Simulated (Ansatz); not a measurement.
## Variants of one calculation on YbBi2 (Cmcm, 6 atoms in the cell)

```xyz
6
Lattice="2.3743 -8.5376 0.0000 2.3743 8.5376 0.0000 0.0000 0.0000 4.5964" Properties=species:S:1:pos:R:3 pbc="T T T"
Yb     2.3743    -1.6771     3.4473
Yb     2.3743     1.6771     1.1491
Bi     2.3743    -7.4170     3.4473
Bi     2.3743     7.4170     1.1491
Bi     2.3743     4.4221     3.4473
Bi     2.3743    -4.4221     1.1491
```

Base run A: PBEsol, harder PAW files (source: ansatz) made with PBE run with Ansatz (a quantum-chemistry and plane-wave program), self-consistent single point.

Its settings: basis.ecutwfc = 820 eV; kpoints.mp_grid.grid = 5 5 5; hamiltonian.xc = pbesol; hamiltonian.pseudopotentials = {kind: paw, source: ansatz}; scf.occupations.method = cold; scf.occupations.width = 0.1 eV.

The starting cell comes from a database of computed structures (which also holds hypothetical and non-ambient phases and stackings), without a prior relaxation at this level. Spin polarisation is off. In the base run, with a pressure of about -3 GPa the cell is away from its equilibrium volume at this level. Ansatz's pressure includes its estimate of the finite-basis (Pulay) stress.

ΔF is the free energy per atom less that of run A. 

| run | change | ΔF (meV/atom) | pressure (GPa) | largest force (eV/Å) | k-points |
|---|---|---|---|---|---|
| A | base | 0.00 | -3.26 | 0.126 | 27 |
| B | kpoints.mp_grid.grid: 5 5 5 → 4 4 4 | -6.0 | -3.40 | 0.178 | 21 |
| C | scf.mixing.algorithm: default (the program chose MSR1) → broyden; scf.mixing.beta: default → 0.3 | 0.00 | -3.26 | 0.126 | 27 |
| D | scf.mixing.preconditioner: default (the program chose Kerker) → none | 0.00 | -3.26 | 0.126 | 27 |
| E | scf.mixing.algorithm: default (the program chose MSR1) → msr1 | 0.00 | -3.26 | 0.126 | 27 |

Run B against A: The free energy falls by 6.0 meV/atom, the pressure goes from -3.26 to -3.40 GPa and the largest force goes from 0.126 to 0.178 eV/Å.

Run C against A: The free energy hardly moves (within 1 meV/atom), the pressure stays at -3.26 GPa and the largest force stays at 0.126 eV/Å.

Run D against A: The free energy hardly moves (within 1 meV/atom), the pressure stays at -3.26 GPa and the largest force stays at 0.126 eV/Å.

Keys are those of Ansatz 0.2.
